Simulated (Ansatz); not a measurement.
Cubic perovskite KMgF3, treated with PBE-D3(BJ) in Ansatz (PAW).

Run with plane-wave cutoff 520 eV, 8×8×8 k mesh, Fermi–Dirac smearing 0.01 eV, scalar-relativistic PAW data made under PBE.

Energies at three volumes about the minimum:

| V (Å³/atom) | E − E_lowest (meV/atom) |
|---|---|
| 12.702 | 1.19 |
| 12.961 | 0.00 |
| 13.220 | 1.10 |

Problem. Fit a parabola by hand: where is the minimum, what lattice constant follows, and what is the bulk modulus?

Solution. Slopes: (0.00 − 1.19)/(12.961 − 12.702) = -4.595 and (1.10 − 0.00)/(13.220 − 12.961) = 4.247 meV/Å³. Curvature E″ = 2 × (4.247 − (-4.595))/(13.220 − 12.702) = 34.139 meV/Å⁶. From the middle of the first interval, the slope vanishes at V0 = 12.8315 − (-4.595)/34.139 = 12.966 Å³/atom. B = V0 E″ = 12.966 × 34.139 meV/Å³ × 0.1602 GPa per meV/Å³ = 70.9 GPa. With 5 atoms in the cube, a = (5 × 12.966)^(1/3) = 4.017 Å. The full Birch–Murnaghan fit to all volumes gives V0 = 12.961 Å³/atom and B0 = 70.5 GPa.

Measured, for comparison: bulk modulus 75.1 GPa (room temperature, not corrected to a static lattice, our sources range from 71.2 to 75.1; as tabulated in Vaitheeswaran et al. (2007), arXiv:cond-mat/0703621); lattice constant a 3.990 Å (room temperature, not corrected to a static lattice; as tabulated in Vaitheeswaran et al. (2007), arXiv:cond-mat/0703621). Computed (rounded) less measured: bulk modulus -6 % (-1.0 % to -6 % over the range).

Ansatz is an electronic-structure program.
